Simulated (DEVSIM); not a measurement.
abrupt GaAs n-p junction

Device: abrupt GaAs n-p junction, at 300 K.

| layer (left to right) | material | thickness (μm) | Nd (cm⁻³) | Na (cm⁻³) | τn (s) | τp (s) |
|---|---|---|---|---|---|---|
| 1 | GaAs | 1.50 | 3.9e16 | - | 8e-9 | 8e-9 |
| 2 | GaAs | 120 | - | 5.2e16 | 2.4e-9 | 8e-9 |

Left contact: ohmic. Right contact: ohmic. Voltage is applied to the left contact. Recombination: SRH at mid-gap, radiative. Mobility is constant in doping.

Constants are typed, rounded textbook-type inputs, not results; the design itself was drawn at random and stands for no fabricated device. Values at 300 K.

| parameter | GaAs |
|---|---|
| gap (eV) | 1.424 |
| affinity (eV) | 4.07 |
| permittivity | 12.9 |
| Nc (cm⁻³) | 4.7e17 |
| Nv (cm⁻³) | 9e18 |
| μn (cm²/Vs) | 8500 |
| μp (cm²/Vs) | 400 |
| B (cm³/s) | 2e-10 |

DEVSIM, 1D drift-diffusion, Boltzmann statistics, complete ionisation; no tunnelling, impact ionisation, image-force lowering or self-heating.

The potential step across the device at zero bias comes out as 1.226 V and the largest field in the device at zero bias comes out as 86000 V/cm. The dark forward voltage at 1 A/cm² comes out as 1.027 V and the dark forward voltage at 100 A/cm² is 1.478 V.

Dark reverse current:

```
V (V)  J (A/cm²)
-----  ---------
0.10     4.0e-11
0.25     8.7e-11
0.50     1.6e-10
0.75     2.2e-10
1.00     2.8e-10
1.50     4.0e-10
2.00     5.0e-10
2.50     5.9e-10
3.25     7.3e-10
4.00     8.5e-10
5.00     9.9e-10
```

Small-signal capacitance in reverse bias (quasi-static):

```csv
V (V),C (nF/cm²)
0.1,40.0
0.25,37.8
0.5,34.9
0.75,32.6
1,30.6
1.5,27.6
2,25.3
2.5,23.6
3.25,21.5
4,19.9
5,18.2
```
